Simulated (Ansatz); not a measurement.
**A computed series for BN: pressure series**

The reference is BN in the wurtzite structure (space group P6_3mc, No. 186; a = 2.555 Å, c = 4.225 Å).

Cell and atoms are relaxed at each pressure.

Calculations: plane-wave PAW DFT at the PBE level (Ansatz, a program for electronic structure, 420 eV), no spin-orbit coupling.

Candidates:
(a) pressure 9 GPa
(b) pressure 4.5 GPa
(c) pressure 22.5 GPa
(d) pressure −2 GPa

Before the change:

Band gap: 5.23 eV

Problem. Order them by band gap, highest first.

Solution. (d) pressure −2 GPa (5.24 eV), (b) pressure 4.5 GPa (5.20 eV), (a) pressure 9 GPa (5.18 eV), (c) pressure 22.5 GPa (5.11 eV)

Load acts through the strain it causes; cell and atoms are relaxed under it. Stability against distortions was not tested. No other phases were tried under pressure.
